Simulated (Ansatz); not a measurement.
# Pressure series in TaAs

The reference is TaAs (space group I4_1md, No. 109; a = 3.4415 Å, c = 11.7136 Å).

Cell and atoms are relaxed at each pressure.

Method: Kohn–Sham DFT with the r2SCAN functional, run in Ansatz (an electronic-structure program) with PAW and 500 eV plane waves, no spin-orbit coupling, earlier PAW set.

Notes on the quantities. enthalpy: H = E + PV relative to the base's energy.

| variant | enthalpy | lattice parameter a |
|---|---|---|
| base | – | 3.442 Å |
| pressure 0.9 GPa | +0.10 eV/atom | (withheld) |
| pressure 2.1 GPa | +0.23 eV/atom | (withheld) |
| pressure 4.5 GPa | +0.48 eV/atom | (withheld) |
| pressure 9 GPa | +0.95 eV/atom | 3.400 Å |

Problem. Fill in the withheld entries from the trend.

Solution. 
- pressure 0.9 GPa, lattice parameter a: 3.437 Å
- pressure 2.1 GPa, lattice parameter a: 3.431 Å
- pressure 4.5 GPa, lattice parameter a: 3.420 Å

Load acts through the strain it causes; cell and atoms are relaxed under it. No phonon test of stability was made. Competing high-pressure phases were not computed. All final runs are without spin polarisation.
